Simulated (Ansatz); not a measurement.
## A computed series for CuI: response to strain

The parent structure is CuI in the zinc blende structure (space group F-43m, No. 216; a = 6.0793 Å).

Strains are applied to the cell and any free atomic positions relax.

Method: PBE in Ansatz (plane waves to 420 eV, PAW, no SOC).

| change | band gap | width of the top valence band | pressure |
|---|---|---|---|
| base | 1.10 eV | 1.47 eV | -0.01 GPa |
| isotropic strain −3.00 % | 1.36 eV | 1.81 eV | 4.51 GPa |
| isotropic strain −2.50 % | 1.31 eV | 1.75 eV | 3.60 GPa |
| isotropic strain −2.00 % | 1.27 eV | 1.69 eV | 2.76 GPa |
| isotropic strain −1.00 % | ___ | ___ | ___ |
| isotropic strain −0.50 % | 1.14 eV | 1.52 eV | 0.60 GPa |
| isotropic strain +0.50 % | 1.06 eV | 1.42 eV | -0.57 GPa |
| isotropic strain +1.50 % | 0.99 eV | 1.32 eV | -1.55 GPa |
| isotropic strain +2.00 % | 0.96 eV | 1.28 eV | -1.99 GPa |
| isotropic strain +3.00 % | 0.89 eV | 1.19 eV | -2.74 GPa |

Problem. Some entries are withheld; estimate them.

Solution. 
- isotropic strain −1.00 %, band gap: 1.18 eV
- isotropic strain −1.00 %, width of the top valence band: 1.57 eV
- isotropic strain −1.00 %, pressure: 1.26 GPa

With I present, leaving out spin-orbit coupling can change the band edges. No phonon test of stability was made. All final runs are without spin polarisation.

Ansatz is a program for electronic structure.
